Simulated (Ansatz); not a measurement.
**Zn, response to strain**

The parent structure is Zn in the hcp (Mg type) structure (space group P6_3/mmc, No. 194; relaxed with 0.1 eV smearing).

```
Zn
1.0
    2.61293     0.00000     0.00000
   -1.30646     2.26286     0.00000
    0.00000     0.00000     4.78146
Zn
2
Direct
  0.66667   0.33333   0.75000
  0.33333   0.66667   0.25000
```

Cartesian axes are those of the cell as printed.

Strains are applied to the cell and any free atomic positions relax.

Method: PBEsol (Ansatz, a program for electronic structure; PAW; 420 eV plane waves; without spin-orbit coupling).

Notes on the quantities. energy relative to the base: free energy F; pressure: mean of the normal stresses, compression positive.

| case | energy relative to the base | pressure | volume per atom |
|---|---|---|---|
| base | 0 meV/atom | 0.0 GPa | 14.14 Å³ |
| uniaxial strain ε_zz = −3.00 % | +4.3 meV/atom | 2.4 GPa | 13.71 Å³ |
| uniaxial strain ε_zz = −2.50 % | ___ | 1.9 GPa | 13.78 Å³ |
| uniaxial strain ε_zz = −2.00 % | +1.9 meV/atom | 1.5 GPa | 13.85 Å³ |
| uniaxial strain ε_zz = −1.50 % | +1.0 meV/atom | ___ | 13.92 Å³ |
| uniaxial strain ε_zz = −1.00 % | +0.5 meV/atom | 0.7 GPa | 13.99 Å³ |
| uniaxial strain ε_zz = +0.50 % | +0.1 meV/atom | -0.3 GPa | 14.21 Å³ |
| uniaxial strain ε_zz = +1.00 % | ___ | -0.7 GPa | 14.28 Å³ |
| uniaxial strain ε_zz = +2.00 % | +1.6 meV/atom | -1.3 GPa | 14.42 Å³ |
| uniaxial strain ε_zz = +3.00 % | +3.4 meV/atom | -1.8 GPa | 14.56 Å³ |

Task: What belongs in the blanks?

Result: 
- uniaxial strain ε_zz = −2.50 %, energy relative to the base: +3.0 meV/atom
- uniaxial strain ε_zz = −1.50 %, pressure: 1.1 GPa
- uniaxial strain ε_zz = +1.00 %, energy relative to the base: +0.4 meV/atom

Whether these cells are dynamically stable was not tested.
